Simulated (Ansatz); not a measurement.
## Carrier properties of ZrPbO$_{3}$ (Pm-3m)

Here is the system:

```
PbZrO3
1.0
    4.14129     0.00000     0.00000
    0.00000     4.14129     0.00000
    0.00000     0.00000     4.14129
Zr Pb O
1 1 3
Direct
  0.00000   0.00000   0.00000
  0.50000   0.50000   0.50000
  0.50000   0.00000   0.00000
  0.00000   0.50000   0.00000
  0.00000   0.00000   0.50000
```

Level of theory: PBEsol with spin-orbit coupling, rigid bands (plane waves, PAW; Ansatz, a program for electronic structure). Condition of this run: spin-orbit coupling switched on. Geometry: cell and atoms relaxed with PBEsol.

```json
{
 "band_gap": "2.02 eV",
 "electron conductivity mass (300 K, dilute)": "0.30 mₑ",
 "hole conductivity mass (300 K, dilute)": "1.56 mₑ",
 "effective density of states N_c (300 K)": "1.3e19 cm⁻³",
 "effective density of states N_v (300 K)": "5.6e20 cm⁻³",
 "density_of_states_mass_electrons": "0.65 mₑ",
 "density_of_states_mass_holes": "7.9 mₑ",
 "Seebeck coefficient, n-type 1e19 cm⁻³, 300 K": "-240 μV/K",
 "best n-type power factor at 300 K for τ = 10 fs (best axis; densities from 1e16 to 1e21 cm⁻³ tried, whether or not they can be reached)": "6.8 μW/(cm·K²) at 3e19 cm⁻³",
 "Seebeck coefficient, p-type 1e19 cm⁻³, 300 K": "555 μV/K"
}
```

Rigid bands; masses and Seebeck coefficients take one relaxation time τ for all states and one kind of carrier; polarons and phonon drag are left out.

ZrPbO3 (Pm-3m): a high-temperature phase held by its symmetry.
